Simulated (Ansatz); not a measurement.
The starting structures come from a database of crystals and need not be the phases stable at ambient conditions.

The decay constant κ of evanescent states in the gap governs leakage through a thin film.

Data:

```xyz
12
Lattice="6.2329 0.0000 0.0000 0.0000 6.2329 0.0000 3.1164 -3.1164 7.3556" Properties=species:S:1:pos:R:3 pbc="T T T"
K      3.1164     0.0000     1.8616
K      3.1164     0.0000     5.4940
K      3.1164     3.1164     0.0000
Ga     6.2329    -1.2822     4.0922
Ga     1.8343     3.1164     3.2634
Ga     6.2329     1.2822     4.0922
Ga     4.3986     3.1164     3.2634
Ga     7.4417     3.1164     5.7697
Ga     6.2329     1.9076     1.5859
Ga     5.0241     3.1164     5.7697
Ga     6.2329     4.3252     1.5859
Ga     0.0000     0.0000     0.0000
```

Space group of this cell: I-4m2. The cell is taken as given.

Transport runs along the normal of the first two printed cell vectors, the (001) plane of the conventional cell.

The gap is the functional's own. No spin-orbit coupling. Mid-gap values are interpolated on the energy grid.

Compute, with PBEsol (Ansatz, a program for electronic structure), the band gap and the smallest decay constant κ at mid-gap.

Gap 0.41 eV on a 6×6×6 mesh; κ = 0.090 1/Å, at the zone centre.
